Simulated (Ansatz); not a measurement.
System: Se vacancy in zinc-blende ZnSe (charge state +2). The step: one Se atom jumps into the vacancy from a nearby Se site; the atom moves 4.12 Å along (0.00, -0.51, -0.51) of the unit cell; the moving atom starts with neighbours Zn at 2.40, 2 Zn at 2.49, Zn at 2.51 Å and ends with Zn at 2.40, 2 Zn at 2.49, Zn at 2.51 Å. A PBE band in Ansatz (plane-wave PAW, one k-point at (0.250, 0.250, 0.250), 64 host sites, 68 SCF runs with any check of the saddle's order, static, no finite-size correction) gives a forward barrier of 1.50 eV. The saddle point's order was not checked, and it lies on a symmetry element of the cell, where a band can be held. The charge state is imposed; whether it is stable for some Fermi level was not computed. Forms of the defect that were not tried may lie lower.

Single points at the band's start and saddle point can refine it. Rough cost of one point, in units of the band's mean SCF on the same machine:

```tsv
Level	Cost of one point
PBE, a 2×2×2 k-point mesh shifted by half a step	about 5
r2SCAN at 500 eV, one k-point at (0.250, 0.250, 0.250)	about 3
```

**Question.** Which of these move the barrier by more than 0.1 eV, and how far does each move it?

**Answer.** PBE, a 2×2×2 k-point mesh shifted by half a step: +0.04 eV; r2SCAN at 500 eV, one k-point at (0.250, 0.250, 0.250): +0.18 eV. Each functional is compared with PBE at the same k-points.

Ansatz is a program for electronic structure.
